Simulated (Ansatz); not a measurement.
Ga₂Se₃ (Cc, No. 9) was calculated with PBE0 (Ansatz, an electronic-structure program, PAW).

Numerical settings: plane-wave cutoff 500 eV, 4×4×4 k mesh, gaussian smearing 0.02 eV, scalar-relativistic PAW data made under PBE.

Cell (relaxed with PBEsol):

```cif
data_Ga8Se12
_chemical_formula_sum 'Ga8 Se12'
_space_group_name_H-M_alt 'Cc'
_space_group_IT_number 9
_space_group_name_Hall 'C -2yc'
_cell_length_a 6.64944
_cell_length_b 11.65210
_cell_length_c 6.63581
_cell_angle_alpha 90.000
_cell_angle_beta 108.818
_cell_angle_gamma 90.000
loop_
_atom_site_label
_atom_site_type_symbol
_atom_site_symmetry_multiplicity
_atom_site_Wyckoff_symbol
_atom_site_fract_x
_atom_site_fract_y
_atom_site_fract_z
_atom_site_occupancy
Ga1 Ga 4 a 0.03031 0.24861 0.50497 1
Ga2 Ga 4 a 0.00004 0.41423 0.00114 1
Se1 Se 4 a 0.17109 0.42212 0.38914 1
Se2 Se 4 a 0.12860 0.08233 0.35833 1
Se3 Se 4 a 0.14019 0.23714 0.89402 1
```
(The calculation used a cell of 10 atoms; values per cell refer to that cell.)

Question: What does this level give for the band gap?

Answer: 
- band gap: 2.72 eV (on the SCF k mesh)

Measured, for comparison: band gap 2.05 eV (temperature not stated, no zero-point or thermal correction, compiled measured gap; kind and temperature not stated; as tabulated in Kothakonda et al. (2022), arXiv:2208.02841).

Note: cell and atoms aren't relaxed at this level (pressure 0.7 GPa).

Spin–orbit coupling is not included.
